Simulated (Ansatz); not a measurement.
The parent structure is ZnSe in the zinc blende structure (space group F-43m, No. 216; a = 5.634 Å).

One thing is altered: S takes the place of Se on all its sites; the structure is relaxed again.

Levels (all Ansatz, a quantum-chemistry and plane-wave program, PAW): PBEsol (420 eV, no spin-orbit coupling); r2SCAN (500 eV, no spin-orbit coupling).

The geometry is relaxed with PBEsol.

| Quantity | Value |
|---|---|
| PBEsol pressure | 0.01 GPa |
| PBEsol hole mass | 0.18, 0.68, 0.68 mₑ (at Γ) |
| PBEsol width of the top valence band | 2.86 eV |
| PBEsol lowest conduction level above the VBM at special points | Γ 2.09 eV; X 3.17 eV; L 3.24 eV; U 3.95 eV |

How does going to r2SCAN change the pressure, hole mass, width of the top valence band and lowest conduction level above the VBM at special points?

The pressure grows by 1.49 GPa, from 0.01 GPa to 1.50 GPa; the hole mass (degenerate bands, along [100]) goes from 0.18, 0.68, 0.68 mₑ (at Γ) to 0.22, 0.66, 0.66 mₑ (at Γ); the width of the top valence band grows by 0.03 eV, from 2.86 eV to 2.89 eV; the lowest conduction level above the VBM at special points becomes Γ 2.79 eV; X 3.66 eV; L 3.86 eV; U 4.47 eV (PBEsol: Γ 2.09 eV; X 3.17 eV; L 3.24 eV; U 3.95 eV).

Single points use the geometry relaxed with PBEsol. Their cutoffs differ, which shifts pressures a little. The levels and masses belong to the bands next to the band gap. Masses are band curvatures over ±0.01 Å⁻¹ around the edge. Whether these cells are dynamically stable was not tested.
